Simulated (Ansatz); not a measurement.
Effect of isotropic strain +1.16 % on GaSb

Consider GaSb in the zinc blende structure (space group F-43m, No. 216; a = 6.111 Å).

It is then changed as follows: an isotropic linear strain of +1.16 %; the atoms relax in the strained cell.

The values are results of PBEsol (Ansatz, a program for electronic structure), no spin-orbit coupling, not measurements. k-mesh 13×13×13 (Γ-centred); smearing 0.05 eV (Fermi–Dirac).

The volume per atom rises by 1.005 Å³, from 28.53 Å³ to 29.54 Å³ and the space group is still F-43m (No. 216). The shortest interatomic distance grows by 3.1 pm, from 264.6 pm to 267.7 pm and the energy goes up by 5.4 meV/atom. The pressure goes from zero to -1.7 GPa and the band gap stays zero.

Final structure:

```yaml
crystal:
  lattice:
    - [0.00000, 3.09119, 3.09119]
    - [3.09119, 0.00000, 3.09119]
    - [3.09119, 3.09119, 0.00000]
  atoms:
    - { symbol: Sb, position: [0.75000, 0.75000, 0.75000] }
    - { symbol: Ga, position: [0.00000, 0.00000, 0.00000] }
```

Spin-orbit coupling, missing from the scalar runs, can matter with Sb. Whether these cells are dynamically stable was not tested. All final runs are without spin polarisation. A zero or small gap of GaSb can be the functional's error rather than a property of the material.
